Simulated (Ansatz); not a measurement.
**Pt, response to strain**

The reference is Pt in the fcc (Cu type) structure (space group Fm-3m, No. 225; a = 3.895 Å; relaxed with 0.1 eV smearing). Axes: x, y, z lie along the cube axes.

Strains are applied to the cell and any free atomic positions relax.

Method: LDA (Ansatz, a first-principles code; PAW; 420 eV plane waves; no spin-orbit coupling).

Notes on the quantities. energy relative to the base: free energy F; pressure: mean of the normal stresses, compression positive.

| change | energy relative to the base | pressure | shortest interatomic distance |
|---|---|---|---|
| base | 0 meV/atom | 0.0 GPa | 2.754 Å |
| tensor shear ε_xy = +2.00 % | +6.8 meV/atom | 0.5 GPa | 2.699 Å |
| tensor shear ε_xy = +1.71 % | +5.0 meV/atom | 0.4 GPa | 2.707 Å |
| tensor shear ε_xy = +0.29 % | +0.1 meV/atom | 0.0 GPa | 2.746 Å |
| tensor shear ε_xy = +0.57 % | +0.5 meV/atom | 0.0 GPa | 2.739 Å |
| tensor shear ε_xy = +1.43 % | +3.5 meV/atom | 0.3 GPa | 2.715 Å |
| tensor shear ε_xy = +1.14 % | +2.2 meV/atom | 0.2 GPa | 2.723 Å |
| tensor shear ε_xy = +0.86 % | +1.2 meV/atom | 0.1 GPa | 2.731 Å |

Stability against distortions was not tested. All final runs are without spin polarisation.
